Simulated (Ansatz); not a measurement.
CdS (Fm-3m, No. 225, 4 atoms in the cell; start mp-1181862; high-pressure phase) was calculated with r²SCAN in Ansatz (PAW).

Settings: plane-wave cutoff 560 eV, 10×6×10 k mesh (along the axes of the cell as run), Fermi–Dirac smearing 0.01 eV, scalar-relativistic PAW data made under PBE.

Cell (relaxed with PBEsol):

CdS has the cubic space group Fm-3m (No. 225), the rock salt structure, Pearson symbol cF8. Conventional cell: a = b = c = 5.397 Å, α = β = γ = 90.00°. Cd on 4b sees 6 S at 2.699 Å (octahedral). S on 4a is surrounded by 6 Cd at 2.699 Å (octahedral). (Neighbours: up to the widest gap in distance over summed covalent radii, below 1.35, at either atom; cation-cation and far metal-metal contacts left out.)
(The calculation used a cell of 4 atoms; values per cell refer to that cell.)

Task: Estimate the band gap and smallest direct gap on the k points sampled that the calculation returns.

Result: 
band gap: 0.75 eV
smallest direct gap on the k points sampled: 1.61 eV

Note: cell and atoms aren't relaxed at this level (pressure 2.8 GPa).

Spin–orbit coupling is not included.

It cost around 3 core-minutes (rough) of CPU time.

A start named mp-… is a Materials Project structure, which need not be a measured phase.

Ansatz is an electronic-structure program.
